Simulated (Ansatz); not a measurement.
Consider a periodic stack without vacuum, fluorite-type NiSi2 (0 0 1) on zinc-blende GaP (0 0 1) (film strained to the substrate, started from cuts of the bulks and a machine-learned relaxation; slabs Ga6P5 and Ni4Si8, which can lie off the formulas): substrate slab Ga6P5, film Ni4Si8, surface cells [[1, 0], [1, 1]] and [[1, 0], [1, 1]], film strained by +1.1 and +1.1 %, outermost planes Ga/Ga and Si/Ni as cut, which need not be the usual terminations and can put a slab off its formula. Its start:

```
CELL_PARAMETERS angstrom
      3.89423     0.00000     0.07373
      0.00000     3.89423     0.03182
      1.52837     1.54677    26.56437
ATOMIC_POSITIONS crystal
  Ga 0.10253 0.99221 0.12307
  Ga 0.66936 0.53492 0.01929
  Ga 0.97743 0.89075 0.33014
  Ga 0.53362 0.44167 0.22661
  Ga 0.88638 0.79400 0.53610
  Ga 0.43071 0.34217 0.43303
  P  0.14364 0.51496 0.07214
  P  0.00582 0.41483 0.27833
  P  0.57332 0.96571 0.17465
  P  0.90576 0.31730 0.48573
  P  0.45152 0.86544 0.38221
  Ni 0.93670 0.15115 0.77288
  Ni 0.49853 0.70108 0.67477
  Ni 0.77160 0.05989 0.96556
  Ni 0.34652 0.60524 0.86846
  Si 0.43820 0.17847 0.72195
  Si 0.93997 0.67305 0.72609
  Si 0.99814 0.73512 0.62411
  Si 0.37747 0.22958 0.62710
  Si 0.29521 0.08033 0.92275
  Si 0.81850 0.57978 0.92168
  Si 0.87134 0.62846 0.82207
  Si 0.39455 0.12628 0.82404
```

The start was prepared with a machine-learned potential, and the result is one local minimum, with the in-plane cell held and forces under 0.04 eV/Å; the film can end far from its bulk form.

Computed with PBE (plane waves to 420 eV, PAW; Ansatz, an electronic-structure program). Scalar-relativistic, without spin–orbit coupling; the runs are not spin-polarised; PBE gaps are too small against experiment. Its k-point mesh 8×8×1, Fermi–Dirac width 0.05 eV.

Problem. Predict the relaxed interface.

Solution. 
| Property | Value |
|---|---|
| interface area | 15.2 Å² |
| period | 26.50 Å |
| heights between the nearest atoms of the two slabs at the two interfaces | 1.82 and 1.58 Å |
| Ga–Si contacts across the interfaces within 1.22 times the sum of covalent radii | 2, mean 2.59 Å |
| Ga–Ni contacts across the interfaces within 1.22 times the sum of covalent radii | 2, mean 2.51 Å |
| estimate of the barrier | withheld, since the two interfaces are unlike |
| slope of the mean potential energy in the substrate | -4.2 MV/cm × e |
